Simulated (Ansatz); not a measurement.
**Effect of biaxial strain −3.92 %, plane normal [001], relaxed out of plane on SnS**

Consider SnS in the GeS type structure (space group Pnma, No. 62; a = 11.155 Å, b = 4.000 Å, c = 4.261 Å). Axes: x, y, z lie along a, b, c of the conventional cell.

Now apply this change: biaxial strain −3.92 %, plane normal [001], relaxed out of plane (Cartesian); in-plane vectors clamped, the third vector and the atoms free.

Method: PBE-D3(BJ) (Ansatz, an electronic-structure program, PAW, scalar-relativistic without spin-orbit coupling), earlier PAW set. k-mesh 8×3×8 (Γ-centred); smearing 0.05 eV (Fermi–Dirac), for the changed cell.

```csv
quantity,base,changed,shift
volume per atom,23.77 Å³,23.38 Å³,-0.384 Å³
space group,Pnma (No. 62),Pnma (No. 62),–
shortest interatomic distance,2.642 Å,2.629 Å,-0.013 Å
"pressure (mean of the normal stresses, compression positive)",0.00 GPa,1.59 GPa,+1.584 GPa
band gap,0.70 eV,0.52 eV,-0.18 eV
width of the top valence band,1.79 eV,1.68 eV,-0.102 eV
out-of-plane strain,–,+6.57 %,–
ratio −ε⊥/ε∥,–,1.68,–
mean in-plane stress (compression positive),–,+2.4 GPa,–
```

Final structure (turned so that z lies along the plane normal):

```xyz
8
Lattice="3.8431 0.0000 0.0000 0.0000 10.7182 0.0000 0.0000 0.0000 4.5409" Properties=species:S:1:pos:R:3 pbc="T T T"
Sn     2.8823     4.1560     2.9193
Sn     0.9608     1.2031     0.6489
Sn     0.9608     6.5622     1.6216
Sn     2.8823     9.5151     3.8921
S      2.8823     6.9087     4.4022
S      0.9608     9.1685     2.1317
S      0.9608     3.8094     0.1387
S      2.8823     1.5497     2.4092
```

Cost of the whole job for the changed cell (relaxation, final SCF and bands): about 4 core-minutes (a rough figure).

No phonon test of stability was made.
